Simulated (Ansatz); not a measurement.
Faces of fcc Rh in 1x1 cells, as slabs relaxed from ideal cuts; for each face the lowest of the symmetric, stoichiometric cuts and spin starts that were computed. The slabs keep the symmetry of their cuts; real faces may buckle, or reconstruct in larger cells. No spin-orbit coupling, no Hubbard U.

All values below come from PBE (plane waves to 420 eV, PAW; Ansatz, a first-principles code).

```json
[
 {"face": "(100)", "cell area (Å²)": "7.33", "outermost plane spacing of the ideal cut (Å)": "1.92", "γ unrelaxed (J/m²)": "2.44", "γ relaxed (J/m²)": "2.39", "work function, top face (eV)": "5.06"},
 {"face": "(110)", "cell area (Å²)": "10.37", "outermost plane spacing of the ideal cut (Å)": "1.35", "γ unrelaxed (J/m²)": "2.51", "γ relaxed (J/m²)": "2.42", "work function, top face (eV)": "4.55"},
 {"face": "(111)", "cell area (Å²)": "6.35", "outermost plane spacing of the ideal cut (Å)": "2.21", "γ unrelaxed (J/m²)": "2.08", "γ relaxed (J/m²)": "2.06", "work function, top face (eV)": "5.14"},
 {"face": "(210)", "cell area (Å²)": "16.40", "outermost plane spacing of the ideal cut (Å)": "0.86", "γ unrelaxed (J/m²)": "2.65", "γ relaxed (J/m²)": "2.55", "work function, top face (eV)": "4.56"},
 {"face": "(211)", "cell area (Å²)": "17.97", "outermost plane spacing of the ideal cut (Å)": "0.78", "γ unrelaxed (J/m²)": "2.44", "γ relaxed (J/m²)": "2.38", "work function, top face (eV)": "4.87"},
 {"face": "(221)", "cell area (Å²)": "22.00", "outermost plane spacing of the ideal cut (Å)": "0.64", "γ unrelaxed (J/m²)": "2.36", "γ relaxed (J/m²)": "2.29", "work function, top face (eV)": "4.82"},
 {"face": "(310)", "cell area (Å²)": "23.19", "outermost plane spacing of the ideal cut (Å)": "0.61", "γ unrelaxed (J/m²)": "2.65", "γ relaxed (J/m²)": "…", "work function, top face (eV)": "4.71"},
 {"face": "(311)", "cell area (Å²)": "12.16", "outermost plane spacing of the ideal cut (Å)": "1.15", "γ unrelaxed (J/m²)": "2.54", "γ relaxed (J/m²)": "2.45", "work function, top face (eV)": "4.83"},
 {"face": "(320)", "cell area (Å²)": "26.44", "outermost plane spacing of the ideal cut (Å)": "0.53", "γ unrelaxed (J/m²)": "2.62", "γ relaxed (J/m²)": "…", "work function, top face (eV)": "4.55"},
 {"face": "(331)", "cell area (Å²)": "15.99", "outermost plane spacing of the ideal cut (Å)": "0.88", "γ unrelaxed (J/m²)": "2.42", "γ relaxed (J/m²)": "…", "work function, top face (eV)": "…"},
 {"face": "(332)", "cell area (Å²)": "34.40", "outermost plane spacing of the ideal cut (Å)": "0.41", "γ unrelaxed (J/m²)": "2.27", "γ relaxed (J/m²)": "2.22", "work function, top face (eV)": "4.96"}
]
```

**Question.** Some entries are withheld; supply them.

**Answer.** 
- (310), γ relaxed (J/m²): 2.56
- (320), γ relaxed (J/m²): 2.51
- (331), γ relaxed (J/m²): 2.32
- (331), work function, top face (eV): 4.73
